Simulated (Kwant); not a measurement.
Model system: Aharonov-Bohm ring in a CdTe two-dimensional gas. Effective mass 0.096 mₑ, grid spacing 3.3 nm, hard walls, nominal width 40 nm (13 grid rows, so walls 46.2 nm apart), one parabolic valley, scattering region 250 nm long along x; energies count from the band bottom; Fermi energy 0.00538 eV. Ring of mean radius 63 nm, arms as wide as the leads. Perpendicular field swept from 0 to 1.3 T, none in the leads; orbital effect alone.

Constants are typed, rounded textbook-type inputs, not results; the design itself was drawn at random and stands for no fabricated device.

Kwant, effective-mass tight-binding model on a square grid, one spin, coherent transport at 0 K. Conductance is in e²/h.

Density of the scattering states that come in from the left lead, at field = 0.97865 T, in bins, relative to the largest site value (x marks bins outside the device):

```
|xxxxxxxxxxxxxxxx            xxxxxxxxxxxxxxxx|
|xxxxxxxxxxxxxx      .:.       xxxxxxxxxxxxxx|
|xxxxxxxxxxxx   ..   :::   ...   xxxxxxxxxxxx|
|xxxxxxxxxx   .::.   ...   .::.    xxxxxxxxxx|
|xxxxxxxxxx    .:.         ..      xxxxxxxxxx|
|xxxxxxxx                       ..   xxxxxxxx|
|xxxxxxxx  ...     xxxxxxxx    .::.  xxxxxxxx|
|xxxxxxx   .::.   xxxxxxxxxx   ....   xxxxxxx|
|      ...  .:. xxxxxxxxxxxxxx      ..       |
|-=:  :++-. ... xxxxxxxxxxxxxx    ..::::.....|
|*%+:.=%@*:..:. xxxxxxxxxxxxxx  :----===-----|
|#@#-:=#%+-:--. xxxxxxxxxxxxxx .-===---======|
|=*=:::==-:-==: xxxxxxxxxxxxxx .:==-:..:----:|
|...    ..:=+=: xxxxxxxxxxxxxx .:==:.        |
|xxxxxxx  :=*=:   xxxxxxxxxx   :=+=:  xxxxxxx|
|xxxxxxxx .-++-.   xxxxxxxx   :=**=: xxxxxxxx|
|xxxxxxxx  :=+=-:.          ..-+*+:  xxxxxxxx|
|xxxxxxxxxx -=+++-..      .:--=++- xxxxxxxxxx|
|xxxxxxxxxx  :=**+=----::-=+**+-:  xxxxxxxxxx|
|xxxxxxxxxxxx  :==+++**++++*+=:  xxxxxxxxxxxx|
|xxxxxxxxxxxxxx .:--=+++==--:. xxxxxxxxxxxxxx|
|xxxxxxxxxxxxxxxx   ......   xxxxxxxxxxxxxxxx|
```
Scale: ten equal steps from 0.000 (start of ' ') to 0.945 (end of '@'), in the order ' .:-=+*#%@'; x runs from -119 to 119, y from -78.8 (bottom) to 78.8 (top).

The conductance there is 0.83 e²/h with 1 open channel(s) in the leads.
